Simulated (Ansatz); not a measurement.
CO on the 1x1 (111) surface of fcc Ir, one in a 2x2 cell, started at the site 'top Ir'

The numbers are results of PBE (plane waves to 420 eV, PAW; Ansatz, a quantum-chemistry and plane-wave program), not measurements.

Set-up: 18 atoms, 6.6 Å thick at the start under the adsorbate (thin: gaps and levels are the slab's own); mesh 6x6x1; 0.1 eV smearing; dipole correction on; 8 atoms held, the rest relaxed; start symmetry kept, larger cells not searched; no spin, no spin-orbit, no U, no dispersion correction. At the end it is bonded to Ir. In PBE it is, or lies within 0.03 eV of, the lowest of the starts that converged.

- adsorption energy against CO(g): -1.94 eV
- work function of the top face: 5.78 eV
- change of the work function: 0.29 eV
- change of the step from the bottom to the top vacuum level, against the clean slab: 0.28 eV
- energy released by relaxation: 1.79 eV
- height of the binding atom over the mean of the host atoms within 0.3 Å of the top one: 2.027 Å
- nearest host atoms of the binding atom: Ir at 1.84 Å, Ir at 3.44 Å, Ir at 3.44 Å
- largest move of a host atom: 0.23 Å
- cost: very roughly 8 core-minutes

A negative adsorption energy means that the adsorbate is more stable on the surface than in its reference.
